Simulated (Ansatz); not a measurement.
# What biaxial strain +1.79 %, plane normal [001], relaxed out of plane does to Al2Cu

Start from Al2Cu (space group I4/mcm, No. 140; a = 6.0062 Å, c = 4.7905 Å). Axes: x, y, z lie along a, b, c of the conventional cell.

The change: tensile biaxial strain of 1.79 % in the plane normal to [001], as in epitaxy on a mismatched substrate; the out-of-plane cell vector and the atoms relax.

All numbers come from r2SCAN (Ansatz, a first-principles code; PAW; 500 eV plane waves; no spin-orbit coupling), earlier PAW set. k-mesh 12×12×12 (Γ-centred); smearing 0.05 eV (Fermi–Dirac).

| quantity | base | changed | shift |
|---|---|---|---|
| volume per atom | 14.40 Å³ | 14.76 Å³ | +0.36 Å³ |
| space group | I4/mcm (No. 140) | I4/mcm (No. 140) | – |
| shortest interatomic distance | 2.395 Å | 2.370 Å | -0.025 Å |
| energy relative to the base (free energy F) | 0 meV/atom | +6.5 meV/atom | +6.5 meV/atom |
| pressure (mean of the normal stresses, compression positive) | 0.0 GPa | -2.6 GPa | -2.6 GPa |
| band gap | zero | zero | – |
| out-of-plane strain (rough) | – | -1.06 % | – |
| mean in-plane stress (compression positive) (rough) | – | -4.0 GPa | – |

Final structure (turned so that z lies along the plane normal):

```yaml
crystal:
  lattice:
    - [0.00000, 0.00000, -4.73960]
    - [-3.05685, -3.05685, -2.36980]
    - [-3.05685, 3.05685, -2.36980]
  atoms:
    - { symbol: Al, position: [0.65810, 0.50000, 0.18380] }
    - { symbol: Al, position: [0.84190, 0.81620, 0.50000] }
    - { symbol: Al, position: [0.15810, 0.18380, 0.50000] }
    - { symbol: Al, position: [0.34190, 0.50000, 0.81620] }
    - { symbol: Cu, position: [0.75000, 0.00000, 0.00000] }
    - { symbol: Cu, position: [0.25000, 0.00000, 0.00000] }
```

Cost of the whole job for the changed cell (relaxation, final SCF and bands): around 12 core-minutes (rough).

A biaxial case was relaxed in a doubled cell and then solved in the primitive one. Without a gap, meshes like the base's 12×12×12 leave anisotropic stresses uncertain by several tenths of a GPa, and small strain energies with them. No phonon test of stability was made. The final runs are not spin-polarised.
